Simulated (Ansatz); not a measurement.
**How the lattice parameter c of ZnSe (model structure, started from the WC type, P-6m2, No. 187, 2 atoms in the cell) moves with the method**

No measured value is used here.

```csv
level (code),value (Å)
LDA (Ansatz),3.245
PBE (Ansatz),(withheld)
PBEsol (Ansatz),3.271
PBE-D3(BJ) (Ansatz),(withheld)
r²SCAN (Ansatz),3.308
r²SCAN+rVV10 (Ansatz),3.300
```

Some entries are withheld; supply them.


- PBE (Ansatz, a first-principles code), value (Å): 3.312
- PBE-D3(BJ) (Ansatz), value (Å): 3.292

Cutoffs differ between the levels. Ansatz's density-functional and Hartree–Fock values are scalar-relativistic unless marked +SOC, with PAW data made under PBE.

A model structure was made by putting elements into a prototype or built by hand; it is no filed structure, need not be a known phase, and can be a saddle point held by its symmetry.
